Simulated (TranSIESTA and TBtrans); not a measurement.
System: naphthalene-2,6-diyl held by thiolate S between two Au chains. Leads: straight Au chain, spacing 2.55 Å. Geometry: 20 atoms about the centre moved by SIESTA (PBE, SZP) to a largest force of 0.07 eV/Å, all others as built. Transport runs along z; the first 6 and the last 6 of the 36 atoms are the lead cells, repeated to infinity.

```xyz
36
Lattice="13.041 0.000 0.000 0.000 13.041 0.000 0.000 0.000 53.232" Properties=species:S:1:pos:R:3 pbc="F F T"
Au     6.520     6.520     0.000
Au     6.520     6.520     2.550
Au     6.520     6.520     5.100
Au     6.520     6.520     7.650
Au     6.520     6.520    10.200
Au     6.520     6.520    12.750
Au     6.520     6.520    15.300
Au     6.520     6.520    17.850
Au     6.463     6.519    20.374
S      8.491     6.512    21.387
C      7.694     6.273    22.999
C      7.459     4.920    23.525
C      6.824     4.709    24.771
C      6.392     5.839    25.590
C      5.742     5.650    26.869
C      5.346     6.767    27.687
S      4.547     6.529    29.298
C      5.582     8.122    27.163
C      6.217     8.332    25.916
C      6.649     7.202    25.097
C      7.299     7.391    23.818
H      7.808     4.024    22.875
H      6.634     3.636    25.167
H      5.545     4.576    27.257
H      5.232     9.016    27.813
H      6.407     9.404    25.521
H      7.495     8.465    23.430
Au     6.578     6.522    30.307
Au     6.520     6.520    32.832
Au     6.520     6.520    35.382
Au     6.520     6.520    37.932
Au     6.520     6.520    40.482
Au     6.520     6.520    43.032
Au     6.520     6.520    45.582
Au     6.520     6.520    48.132
Au     6.520     6.520    50.682
```

Run with TranSIESTA and TBtrans (open boundaries, self-consistent; PseudoDojo norm-conserving potentials, scalar-relativistic): PAO.BasisSize DZP, PAO.EnergyShift 0.15 eV, XC.Authors PBE, Mesh.Cutoff 150 Ry, ElectronicTemperature 300 K, TS.Voltage 0.0 eV, TBT.Elecs.Eta 0.001 eV, no spin polarisation.

Energies count from the leads' Fermi level. Transmissions are for one spin of a degenerate pair. The energy step is 0.02 eV; narrower resonances are cut or missed.

```tsv
E (eV)	T
-0.20	0.444
-0.16	0.489
-0.12	0.581
-0.08	0.494
-0.04	0.450
0.00	0.449
0.04	0.471
0.08	0.472
0.12	0.471
0.16	0.469
0.20	0.467
```

### Question
Give the zero-bias conductance in μS and the resistance at 300 K.

### Answer
At the Fermi level T = 0.449. Averaged with −∂f/∂E over the full grid (kT = 25.9 meV) it is 0.461. With G0 = 2e²/h = 77.48 μS, G = 35.7 μS and R = 1/G = 28.0 kΩ.

### Question
The eigenchannels at the Fermi level transmit 0.449. What Fano factor of the shot noise follows at low temperature and bias?

### Answer
F = Σ τ(1 − τ)/Σ τ = 0.247/0.449 = 0.55.

The leads' channel count changes near -0.01 eV, within the thermal window, so values at the Fermi level hang on where that band edge falls. The leads are straight chains one atom wide, held at their spacing: model electrodes, not surfaces. Semilocal functionals put molecular levels too close to the Fermi level and tend to overestimate such conductances.
